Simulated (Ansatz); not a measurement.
**Lattice constant a of C (model structure, started from the Ge type, P4₃2₁2, No. 96, 12 atoms in the cell) at several levels of theory**

No measured value is used here.

| level (code) | value (Å) |
|---|---|
| LDA (Ansatz) | 3.761 |
| PBE (Ansatz) | 3.802 |
| PBEsol (Ansatz) | 3.783 |
| PBE-D3(BJ) (Ansatz) | 3.786 |
| r²SCAN (Ansatz) | 3.795 |
| r²SCAN+rVV10 (Ansatz) | 3.793 |

Cutoffs differ between the levels. Ansatz's density-functional and Hartree–Fock values are scalar-relativistic unless marked +SOC, with PAW data made under PBE.

A model structure was made by putting elements into a prototype or built by hand; it is no filed structure, need not be a known phase, and can be a saddle point held by its symmetry.

Ansatz is a first-principles code.
